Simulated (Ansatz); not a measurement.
Start from PbTe in the rock salt structure (space group Fm-3m, No. 225; a = 6.380 Å). Axes: x, y, z lie along the cube axes.

Method: plane-wave PAW DFT at the LDA level (Ansatz, a first-principles code, 420 eV), no spin-orbit coupling.

For the base:

Pressure: 0.00 GPa
Band gap: 0.57 eV

Now apply this change: biaxial strain +0.50 %, plane normal [001], relaxed out of plane (Cartesian); in-plane vectors clamped, the third vector and the atoms free.

### Question
How does this affect the out-of-plane strain, pressure, energy relative to the base and band gap?

### Answer
The out-of-plane strain is -0.03 %; the pressure (mean of the normal stresses, compression positive) goes from zero to -0.46 GPa; the energy increases by 0.7 meV/atom; the band gap rises by 0.02 eV to 0.59 eV.

With Pb and Te present, leaving out spin-orbit coupling can change the band edges. Whether these cells are dynamically stable was not tested.
